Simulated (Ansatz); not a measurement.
Input:

```xyz
2
Lattice="0.0000 2.9799 2.9799 2.9799 0.0000 2.9799 2.9799 2.9799 0.0000" Properties=species:S:1:pos:R:3 pbc="T T T"
P      4.4698     4.4698     4.4698
In     0.0000     0.0000     0.0000
```

No spin polarisation.

0.0529 electrons added to each cell, a density of 1.0×10^21 cm⁻³, with a uniform compensating background at fixed cell and a 300 K Fermi–Dirac width.

The values are results of PBE (Ansatz, a quantum-chemistry and plane-wave program, PAW, spin-orbit coupling left out), earlier PAW set, not measurements. Γ-centred 22×22×22 mesh, Fermi–Dirac width 0.0259 eV.

### Question
Predict the gap between the host's bands, Fermi level from band edge and gap character.

### Answer
* **Gap between the host's bands**: 0.43 eV
* **Fermi level relative to the doped band's edge (positive inside the band; to 0.05 eV)**: +1.15 eV
* **Gap character**: direct at Γ

Carriers are added with a uniform compensating background; total energy and stress of such cells depend on the potential's zero and are not compared; many-body gap narrowing is missing at this level. No phonon test of stability was made. The cell was made from InP in the zinc blende structure (space group F-43m, No. 216) by this change: electrons 1.0×10^21 cm⁻³.
